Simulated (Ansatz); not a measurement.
# A computed series for BAs: response to strain

The parent structure is BAs in the zinc blende structure (space group F-43m, No. 216; a = 4.7839 Å). Axes: x, y, z lie along the cube axes.

Strains are applied to the cell and any free atomic positions relax; under biaxial strain the out-of-plane vector relaxes too.

Method: r2SCAN (Ansatz, an electronic-structure program; PAW; 500 eV plane waves; no spin-orbit coupling).

| biaxial strain, plane normal [111], relaxed out of plane (%) | out-of-plane strain (%) |
|---|---|
| -2.5 | 0.54 |
| -2.08 | 0.45 |
| -1.67 | 0.36 |
| -1.25 | 0.26 |
| -0.83 | 0.17 |
| -0.42 | ? |
| 0 | 0.00 |

Q: Fit ε⊥ = −νε + γε² (strains in %) to the rows shown and predict the withheld row.

A: Least squares on the printed values gives ν = 0.20 (the biaxial Poisson response) and γ = 0.005 (largest residual 0.00 %); this predicts 0.09 %, and the run gives 0.09 %, in agreement.

Stability against distortions was not tested.
